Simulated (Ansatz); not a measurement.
The reference is NiSi$_{2}$ (space group Fm-3m, No. 225; a = 5.444 Å; non-magnetic).

(Cell as relaxed with PBE.)

Levels (all Ansatz, an electronic-structure program, PAW, earlier PAW set): PBE (420 eV, scalar-relativistic without spin-orbit coupling); r2SCAN (500 eV, spin-orbit coupling left out).

Each level relaxes its own structure.

| base | PBE | r2SCAN |
|---|---|---|
| volume per atom | 13.45 Å³ | 13.05 Å³ |
| lattice parameter a | 5.444 Å | 5.390 Å |
| band gap | zero | zero |

Modification: cell and atoms relaxed at a pressure of 10 GPa.

| quantity | PBE | r2SCAN |
|---|---|---|
| band gap | zero | ? |
| shortest interatomic distance | 2.311 Å | ? |

Question: Given the PBE results, estimate those of r2SCAN.

Answer: 
- band gap, r2SCAN: zero
- shortest interatomic distance, r2SCAN: 2.292 Å

PBE's shortest interatomic distance lies 0.0197 Å above r2SCAN's (0.9 %); the two agree on the band gap. Neither level is exact; r2SCAN is the comparison here, not a measurement.

Load acts through the strain it causes; cell and atoms are relaxed under it. Stability against distortions was not tested. Competing high-pressure phases were not computed. Starting moments died away, wholly or in part, for the base; another magnetic solution may exist. The final runs are not spin-polarised.
